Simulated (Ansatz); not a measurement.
Start from V3Si in the A15 (Cr3Si type) structure (space group Pm-3n, No. 223).

```xyz
8
Lattice="4.6499 0.0000 0.0000 0.0000 4.6499 0.0000 0.0000 0.0000 4.6499" Properties=species:S:1:pos:R:3 pbc="T T T"
V      1.1625     0.0000     2.3249
V      3.4874     0.0000     2.3249
V      0.0000     2.3249     1.1625
V      0.0000     2.3249     3.4874
V      2.3249     1.1625     0.0000
V      2.3249     3.4874     0.0000
Si     0.0000     0.0000     0.0000
Si     2.3249     2.3249     2.3249
```

Calculations: PBEsol (Ansatz, a program for electronic structure), no spin-orbit coupling, earlier PAW set.

For the base:

The lattice parameter a is 8.787 bohr.

It is then changed as follows: full substitution Si → As, then cell and atoms are relaxed.

Tabulated Pauling electronegativity and covalent radius: Si 1.90, 1.11 Å; As 2.18, 1.19 Å.

**Question.** What does the calculation give for the lattice parameter a after the change?

**Answer.** The lattice parameter a increases by 0.042 bohr to 8.829 bohr.

No phonon test of stability was made. For V3As in this form, whether it has been made was not checked. Starting moments died away, wholly or in part, for Si → As and the base; another magnetic solution may exist. The final runs are not spin-polarised.
